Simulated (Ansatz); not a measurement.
A self-consistent single point of the (111) slab of NaTl (cut from a parent of space group no. 227; 8 atoms in the cell) with Ansatz (a quantum-chemistry and plane-wave program).

Method: LDA (PW92), default PAW files made with PBE (plane waves; Ansatz).

```xyz
8
Lattice="5.3041 0.0000 0.0000 2.6521 4.5935 0.0000 0.0000 0.0000 21.5789" Properties=species:S:1:pos:R:3 pbc="T T T"
Na     1.9890     1.1484     9.1654
Na     7.2931     4.2107     8.0827
Na     4.6411     2.6795    13.4962
Na     1.9890     1.1484    12.4135
Tl     4.6411     2.6795     7.0000
Tl     4.6411     2.6795    10.2481
Tl     7.2931     4.2107    11.3308
Tl     7.2931     4.2107    14.5789
```

Reference input (self-consistent single point, DFT, LDA (PW92), plane waves, default PAW files made with PBE): basis.ecutwfc = 420 eV; kpoints.mp_grid.grid = 7 7 1; hamiltonian.xc = lda; hamiltonian.pseudopotentials = {kind: paw} (the program's default PAW files); scf.occupations.method = gaussian; scf.occupations.width = 0.1 eV. This run's input differs from it in these lines:

Ansatz 0.2 input:
```diff
@@ -16,3 +16,3 @@
 basis:
-  ecutwfc: 420.0
+  ecutwfc: 295.0
 kpoints:
```

Output (repeated stretches shortened):

```
SCF iter   1: F=—  HF=-50451.052026 eV  |F-HF|=—  |Δ(HF+E_count)|=         —  Δρ=5.81e-3  dr2=1.04e-1  ethr=1.77e-3  ⟨swp⟩=8.0  Hψ=1612  notcnv=0
all-band conjugate gradients solve this SCF's bands
preconditioner: auto → LDOS
SCF iter   2: F=—  HF=-50451.028556 eV  |F-HF|=—  |Δ(HF+E_count)|=   2.35e-2  Δρ=4.16e-3  dr2=5.42e-2  ethr=1.19e-4  ⟨swp⟩=2.0  Hψ=894  notcnv=0  defer=18
   [... lines left out ...]
SCF iter   6: F=—  HF=-50450.995124 eV  |F-HF|=—  |Δ(HF+E_count)|=   4.46e-5  Δρ=1.49e-5  dr2=5.07e-6  ethr=4.19e-8  ⟨swp⟩=2.1  Hψ=738  notcnv=0  defer=17
SCF iter   7: F=—  HF=-50450.995124 eV  |F-HF|=—  |Δ(HF+E_count)|=   4.33e-7  Δρ=4.97e-6  dr2=9.07e-7  ethr=5.77e-9  ⟨swp⟩=2.0  Hψ=441  notcnv=0  defer=17
SCF iter   8: F=—  HF=-50450.995124 eV  |F-HF|=—  |Δ(HF+E_count)|=   4.47e-8  Δρ=2.90e-6  dr2=1.38e-7  ethr=1.03e-9  ⟨swp⟩=2.0  Hψ=458  notcnv=0  defer=17
SCF iter   9: F=-50450.995124 eV  HF=-50450.995124 eV  |F-HF|=1.10e-8  |Δ(HF+E_count)|=   1.45e-8  Δρ=1.35e-6  dr2=1.80e-8  ethr=1.14e-10  ⟨swp⟩=13.1  Hψ=1626  notcnv=0
SCF 1 converged in 9 iterations: F = -50450.995124 eV  dr2 = 1.80e-8
Free energy (F): -50450.995124 eV
Internal energy: -50450.954080 eV  (E = F + TS)
E sigma→0 (E₀):  -50450.974602 eV
Entropy (-TS):   -0.041044 eV (-5.131 meV/atom)
Fermi energy:    0.621711 eV
--- Forces (eV/Å), atoms counted from 1 ---
  atom   1  Na    -0.00000000    -0.00000000    -0.09528365
  atom   2  Na    -0.00000000     0.00000000    -0.11969384
  atom   3  Na     0.00000000    -0.00000000     0.11969384
  atom   4  Na     0.00000000     0.00000000     0.09528365
  atom   5  Tl     0.00000000     0.00000000     0.43964260
  atom   6  Tl     0.00000000    -0.00000000    -0.01663263
  atom   7  Tl    -0.00000000     0.00000000     0.01663263
  atom   8  Tl    -0.00000000    -0.00000000    -0.43964260
--- Stress (GPa, compression-positive) ---
       -0.658009      -0.000000      -0.000000
       -0.000000      -0.658009       0.000000
       -0.000000       0.000000      -0.721416
  P = ⅓ Tr σ = -0.6791 GPa (-6.791 kbar)
  The stress holds the Pulay correction. Without it, at fixed plane waves, as pw.x and ABINIT print it: P = -2.3957 GPa
```

The run converged in 9 iterations. Against the reference run the free energy goes up by 68.7 meV/atom and the largest force stays at 0.440 eV/Å.

The starting cell comes from a database of computed structures (which also holds hypothetical and non-ambient phases and stackings), without a prior relaxation at this level. The slab is cut from that crystal, and its faces are unrelaxed. Its lattice was rescaled by up to half a per cent. Spin-orbit coupling is off. The cutoff lies below the one recommended for these files.
